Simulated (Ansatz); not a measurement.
The reference is BP in the zinc blende structure (space group F-43m, No. 216; a = 4.5366 Å). Axes: x, y, z lie along the cube axes.

Calculations: r2SCAN/PAW in Ansatz (a first-principles code), no spin-orbit coupling.

Before the change:

```
Property                            Result
---------------------  -------------------
Pressure                          0.00 GPa
Valence-band top at Γ  0.00, 0.00, 0.00 eV
```

Perturbation: biaxial strain +0.42 %, plane normal [111], relaxed out of plane (Cartesian); in-plane vectors clamped, the third vector and the atoms free.

### Question
What does the calculation give for the pressure after the change?

### Answer
The pressure (mean of the normal stresses, compression positive) goes from zero to -1.28 GPa.

### Question
Estimate the effect on the out-of-plane strain.

### Answer
The out-of-plane strain is -0.07 %.

### Question
Predict the new valence-band top at Γ.

### Answer
The valence-band top at Γ (three highest levels, from the VBM) changes from 0.00, 0.00, 0.00 eV to 0.00, -0.04, -0.04 eV.

The levels and masses belong to the bands next to the band gap. Whether these cells are dynamically stable was not tested.
